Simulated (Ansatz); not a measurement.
Take MgO (space group P4_2/mnm, No. 136; a = 5.510 Å, c = 3.276 Å; a hypothetical phase, not in the database extracts checked) as the base.

Levels (all Ansatz, a program for electronic structure, PAW): PBEsol (420 eV, scalar-relativistic without spin-orbit coupling); HSE06 (420 eV, no SOC).

Its gap is 3.36 eV with PBEsol and 5.07 eV with HSE06.

It is then changed as follows: a hydrostatic pressure of 5 GPa.

With PBEsol the gap becomes 3.53 eV.

Question: If the HSE06 correction stayed the same, what would the HSE06 gap be, and what does the HSE06 run give?

Answer: A rigid correction of +1.71 eV gives 5.24 eV. The HSE06 run gives 5.28 eV, so the correction itself changes by +0.04 eV.

Single points use the geometry relaxed with PBEsol. HSE06 was sampled on its mesh, a few special points and the semilocal edge points, so its gap is an upper bound. Load acts through the strain it causes; cell and atoms are relaxed under it. Whether these cells are dynamically stable was not tested. No other phases were tried under pressure.
